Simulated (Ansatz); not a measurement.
Base system: SiC in the wurtzite structure (space group P6_3mc, No. 186; a = 3.0564 Å, c = 5.0158 Å).

Calculations: Ansatz (a first-principles code) LDA, no spin-orbit coupling.

For the base:

Smallest direct gap: 3.92 eV
Lattice parameter a: 3.056 Å

One thing is altered: a negative pressure, −1 GPa.

Question: What happens to the smallest direct gap?

Answer: The smallest direct gap stays essentially unchanged (3.92 eV against 3.91 eV).

Question: What does the calculation give for the lattice parameter a after the change?

Answer: The lattice parameter a goes up by 0.0044 Å, from 3.056 Å to 3.061 Å.

Load acts through the strain it causes; cell and atoms are relaxed under it. No phonon test of stability was made.
